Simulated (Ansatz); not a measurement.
The reference is ZnSe in the zinc blende structure (space group F-43m, No. 216; a = 5.634 Å).

All numbers come from Ansatz (a quantum-chemistry and plane-wave program) PBEsol, no spin-orbit coupling.

Now apply this change: Cd takes the place of Zn on all its sites, then cell and atoms are relaxed.

Measured band gap: ZnSe 2.87 eV (static lattice; corrected from measurement; as listed in Wei Chen et al., Physical Review Materials (2018)); CdSe 1.77 eV (0 K or low temperature; as listed in arXiv:1206.3780).

Measured lattice parameter a: ZnSe 5.6676 Å (room temperature; as listed in Martin Albrecht, Beate Paulus, Hermann Stoll, Phys. Rev. B (1997)); CdSe 6.077 Å (room temperature; as listed in arXiv:1206.3780).

Problem. How well does PBEsol reproduce the measured shift?

Solution. With PBEsol the band gap moves by -0.76 eV (1.24 → 0.48) against -1.10 eV measured; the lattice parameter a moves by +0.448 Å (5.634 → 6.082) against +0.409 Å measured. The two measured values stand on different bases (one corrected, one not), which blurs small differences.

Stability against distortions was not tested.
